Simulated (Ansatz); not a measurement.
Abridged Ansatz (a first-principles code) output:

```
Relaxation: its limit of steps is 50 (relax.max_steps)
Pseudopotential: Ti, paw, valence charge 12
Pseudopotential: Al, paw, valence charge 3
Crystal: 8 atoms, lattice volume = 129.920 Å³
Basis set: ecut = 500 eV, 3335 PW (Γ), exchange–correlation on 180×180×144 points (64 copies of the dense FFT grid, shifted against one another)
Bands: 47, of which v1, the nominal top of the filled ones, is band 39 counted from 1 (38 counted from 0)
Symmetry: 24 space group operations
k-points: 84 of 1000
Functional: x = r2scan, c = r2scan; τ floored in thin density (d = 2e-4 eV/Å³)
SCF iter   1: F=—  HF=-16110.358851 eV  |F-HF|=—  |Δ(HF+E_count)|=         —  Δρ=6.08e-2  dr2=4.82e0  dr2_τ=1.88e-1  ethr=3.10e-3  ⟨swp⟩=7.6  Hψ=14978  notcnv=0
SCF iter   2: F=—  HF=-16109.602709 eV  |F-HF|=—  |Δ(HF+E_count)|=   7.56e-1  Δρ=2.39e-2  dr2=7.54e-1  dr2_τ=1.92e-2  ethr=3.10e-3  ⟨swp⟩=3.2  Hψ=8206  notcnv=0
SCF 1 converged in 8 iterations: F = -16109.512544 eV  dr2 = 9.31e-9
relax step   1: F+E_penalty+E_count = -16109.51254357 eV  Δ(F+E_penalty+E_count) = +0.000e0 eV  max|allowed force component| = 6.803e-3 eV/Å  Δτ_max = 0.0000 Å  P = +2.404 GPa  Ω = 129.920 Å³  fix = [a, b, gamma]  reactions: a +3.571, b +3.571 GPa  (8 SCF iters, dr2 threshold 1.00e-7 eV, accepted)
[... steps on the carried basis left out ...]
relax step   3: F+E_penalty+E_count = -16109.51254297 eV  Δ(F+E_penalty+E_count) = -2.721e-5 eV  max|allowed force component| = 4.929e-6 eV/Å  Δτ_max = 0.0004 Å  P = +2.367 GPa  Ω = 129.956 Å³  energy of the carried Pulay correction = -1.824e-5 eV  fix = [a, b, gamma]  reactions: a +3.551, b +3.551 GPa  (5 SCF iters, dr2 threshold 9.28e-9 eV, accepted)
Crystal: 8 atoms, lattice volume = 129.956 Å³
SCF iter   1: F=—  HF=-16109.512481 eV  |F-HF|=—  |Δ(HF+E_count)|=         —  Δρ=1.35e-6  dr2=1.13e-9  dr2_τ=1.05e-9  ethr=9.29e-7  ⟨swp⟩=4.0  Hψ=24957  notcnv=0
SCF iter   2: F=—  HF=-16109.512563 eV  |F-HF|=—  |Δ(HF+E_count)|=   8.13e-5  Δρ=8.38e-7  dr2=5.25e-10  dr2_τ=4.56e-11  ethr=1.45e-12  ⟨swp⟩=3.4  Hψ=8646  notcnv=0
SCF 4 converged in 5 iterations: F = -16109.512563 eV  dr2 = 2.11e-12
SCF converged after 5 iterations
Free energy (F): -16109.512563 eV
Internal energy: -16109.474589 eV  (E = F + TS)
E sigma→0 (E₀):  -16109.493576 eV
Entropy (-TS):   -0.037974 eV (-4.747 meV/atom)
[...]
  atom   3  Ti    -0.00000103     0.00000060     0.00000000
  atom   4  Ti    -0.00000103    -0.00000060     0.00000000
  atom   5  Ti    -0.00000000    -0.00000119     0.00000000
  atom   6  Ti     0.00000103    -0.00000060     0.00000000
  atom   7  Al     0.00000000    -0.00000000     0.00000000
  atom   8  Al     0.00000000     0.00000000     0.00000000
--- Stress (GPa, compression-positive) ---
        3.549558       0.000000       0.000000
        0.000000       3.549558       0.000000
        0.000000       0.000000       0.003307
  P = ⅓ Tr σ = 2.3675 GPa (23.675 kbar)
--- Relaxed structure (3 steps of the walk, 3 accepted, 1 SCFs on fresh bases) ---
  cell:  # Å, volume = 129.9560 Å³
    - [5.672655266765132, 1.4002094679080662e-100, 0.0]
    - [2.836327633382566, 4.912663567930196, 0.0]
    - [0.0, 0.0, 4.663296625338441]
  atoms:
    - { symbol: Ti, position: [0.8297698179558344, 0.8297698179558347, 0.24999999999999997] }
    - { symbol: Ti, position: [0.17023018204416535, 0.6595396359116692, 0.75] }
    - { symbol: Ti, position: [0.34046036408833086, 0.8297698179558347, 0.24999999999999997] }
    - { symbol: Ti, position: [0.1702301820441654, 0.17023018204416543, 0.75] }
    - { symbol: Ti, position: [0.8297698179558345, 0.34046036408833086, 0.24999999999999997] }
    - { symbol: Ti, position: [0.6595396359116691, 0.17023018204416543, 0.75] }
    - { symbol: Al, position: [0.3333333333333333, 0.33333333333333337, 0.24999999999999997] }
    - { symbol: Al, position: [0.6666666666666666, 0.6666666666666667, 0.75] }
```

Problem. What was computed, and what are the main results?

Solution. Ti3Al, 8 atoms in the cell, with plane-wave PAW DFT at the r2SCAN level (Ansatz, 500 eV), no spin-orbit coupling, earlier PAW set. The last SCF converged to F = -16109.512563 eV, or -2013.6891 eV per atom, at a pressure of 2.37 GPa. The total energy compares only with runs of the same code, potentials and settings.

The cells carry an imposed strain or load. No phonon test of stability was made. All final runs are without spin polarisation. The cell was made from Ti₃Al (space group P6_3/mmc, No. 194) by this change: biaxial strain −1.30 %, plane normal [001], relaxed out of plane.

Keys are those of Ansatz 0.2.
